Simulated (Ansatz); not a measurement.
Take IrO$_{2}$ in the rutile structure (space group P4_2/mnm, No. 136; a = 4.529 Å, c = 3.180 Å) as the base.

Method: plane-wave PAW DFT at the PBE level (Ansatz, a program for electronic structure, 420 eV), scalar-relativistic without spin-orbit coupling, earlier PAW set.

Base values:

```
Property   Result
---------  ------
c/a ratio   0.702
```

It is then changed as follows: every Ir is replaced by Si; the structure is relaxed again.

**Question.** What does the calculation give for the hole mass, valence-band top at Γ and c/a ratio after the change?

**Answer.** The hole mass is 1.9 mₑ along c, 1.1 mₑ across (at Γ); the valence-band top at Γ (three highest levels, from the VBM) is 0.00, -0.85, -0.85 eV; the c/a ratio decreases by 0.067, from 0.702 to 0.635.

The levels and masses belong to the bands next to the band gap. Masses are band curvatures over ±0.01 Å⁻¹ around the edge. Whether these cells are dynamically stable was not tested. No Hubbard U is applied, and correlation can decide whether such a compound is a metal. All final runs are without spin polarisation.
